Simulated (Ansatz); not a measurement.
**NiAl (within 0.1 Å of Pm-3m, No. 221, 2 atoms in the cell; start mp-1228868): bulk modulus B0 by level of theory**

No measured value is used here.

```csv
level (code),value (GPa),cell (Å³/atom)
LDA (Ansatz),186,11.36
PBEsol (Ansatz),174,11.72
r²SCAN (Ansatz),177,11.74
```

The crystal itself was run without spin with LDA, PBEsol, r²SCAN; a magnetic state was not tried in these runs. LDA, PBEsol, r²SCAN: the run has no spin polarisation, so it can have missed a magnetic state. LDA, PBEsol, r²SCAN: the bulk modulus is −V dP/dV from two relaxed cells at ±2 % in volume. Each level is taken at its own relaxed cell. Cutoffs differ between the levels. Ansatz's density-functional and Hartree–Fock values are scalar-relativistic unless marked +SOC, with PAW data made under PBE.

A start named mp-… is a Materials Project structure, which need not be a measured phase.

Ansatz is a program for electronic structure.
